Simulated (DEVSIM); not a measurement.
Structure: Schottky contact on n-type Si, at 350 K.

```tsv
layer (left to right)	material	thickness (μm)	Nd (cm⁻³)	τn (s)	τp (s)
1	Si	1.20	1.9e15	5.1e-7	5.1e-7
```

Left contact: Schottky, work function 4.71 eV, emission velocity 4.1e6 cm/s. Right contact: ohmic. Voltage is applied to the left contact. Recombination: SRH at mid-gap, Auger. Mobility is μmin + (μ − μmin)/(1 + (N/Nref)^α).

The device is made up for the run: typed textbook-type constants, with dimensions and the other settings drawn at random. Values at 300 K; Nc and Nv go as T^1.5, mobilities as T to minus their exponent, the gap by Varshni's rule with the affinity fixed.

| parameter | Si |
|---|---|
| gap (eV) | 1.124 |
| affinity (eV) | 4.05 |
| permittivity | 11.7 |
| Nc (cm⁻³) | 2.86e19 |
| Nv (cm⁻³) | 3.1e19 |
| μn (cm²/Vs) | 1417 |
| μp (cm²/Vs) | 470 |
| μn,min | 52 |
| μp,min | 45 |
| Nref,n | 9.7e16 |
| Nref,p | 2.2e17 |
| αn | 0.68 |
| αp | 0.72 |
| T exponent of μn | 2.3 |
| T exponent of μp | 2.2 |
| Cn (cm⁶/s) | 2.8e-31 |
| Cp (cm⁶/s) | 9.9e-32 |
| Varshni α (eV/K) | 0.000473 |
| Varshni β (K) | 636 |

Simulated with DEVSIM: 1D drift-diffusion, Boltzmann statistics, complete ionisation; no tunnelling, impact ionisation, image-force lowering or self-heating. Metal contacts follow the ideal Schottky-Mott rule: no Fermi-level pinning, no interface dipoles.

### Question
Tabulate band edges, carrier densities and field at 1.15 V on the left contact.

### Answer
Energies count from the Fermi level of the right contact; mesh points crowd at the junctions.

```
x (μm)    Ec (eV)  Ev (eV)  n (cm⁻³)  p (cm⁻³)  field (V/cm)
--------  -------  -------  --------  --------  ------------
0.000      -0.490   -1.601    2.8e15    8.2e12          7100
0.007897   -0.484   -1.595    2.7e15    8.3e12          7000
0.01828    -0.477   -1.588    2.5e15    8.3e12          6900
0.03422    -0.466   -1.577    2.3e15    8.4e12          6800
0.05926    -0.450   -1.560    2.1e15    8.5e12          6700
0.08584    -0.432   -1.543    2.0e15    8.5e12          6600
0.1266     -0.405   -1.516    1.9e15    8.5e12          6600
0.1907     -0.363   -1.474    1.9e15    8.5e12          6500
0.2701     -0.311   -1.422    1.9e15    8.5e12          6500
0.3631     -0.251   -1.361    1.9e15    8.5e12          6500
0.4855     -0.171   -1.281    1.9e15    8.5e12          6500
0.6906     -0.037   -1.147    1.9e15    8.5e12          6500
0.8187      0.047   -1.063    1.9e15    8.5e12          6500
0.9161      0.111   -1.000    1.9e15    8.5e12          6500
1.016       0.177   -0.934    1.9e15    8.3e12          6600
1.066       0.209   -0.901    1.9e15    8.0e12          6600
1.104       0.234   -0.876    1.9e15    7.4e12          6600
1.133       0.253   -0.857    1.9e15    6.5e12          6600
1.163       0.273   -0.838    1.9e15    4.7e12          6600
1.178       0.283   -0.828    1.9e15    3.2e12          6600
1.189       0.290   -0.821    1.9e15    1.8e12          6600
1.200       0.297   -0.814    1.9e15     7.5e7          6600
```
